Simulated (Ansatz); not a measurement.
# Ti under a change: uniaxial strain ε_zz = −3.00 %

Base system: Ti in the hcp (Mg type) structure (space group P6_3/mmc, No. 194; a = 2.940 Å, c = 4.654 Å; relaxed with 0.1 eV smearing). Axes: x lies along a and z along c of the hexagonal cell.

One thing is altered: the cell is compressed by 3.00 % along z with no lateral relaxation; the atoms relax in the strained cell.

Method: Kohn–Sham DFT with the PBE functional, run in Ansatz (an electronic-structure program) with PAW and 420 eV plane waves, no spin-orbit coupling. Settings: 23×23×13 k-points, 0.1 eV Fermi–Dirac smearing.

The volume per atom drops by 0.522 Å³ (17.42 Å³ → 16.89 Å³) and the space group is still P6_3/mmc (No. 194). The shortest interatomic distance shrinks by 0.056 Å to 2.824 Å and the energy increases by 9.6 meV/atom. The pressure (mean of the normal stresses, compression positive) goes from zero to 3.6 GPa and the band gap remains zero. The stress (xx, yy, zz, yz, xz, xy; compression positive) amounts to (2.5, 2.5, 6.0, 0.0, 0.0, 0.0) GPa.

Final structure:

```
CELL_PARAMETERS angstrom
      2.93978     0.00000     0.00000
     -1.46989     2.54592     0.00000
      0.00000     0.00000     4.51438
ATOMIC_POSITIONS crystal
  Ti 0.66667 0.33333 0.75000
  Ti 0.33333 0.66667 0.25000
```

Whether these cells are dynamically stable was not tested. All final runs are without spin polarisation.
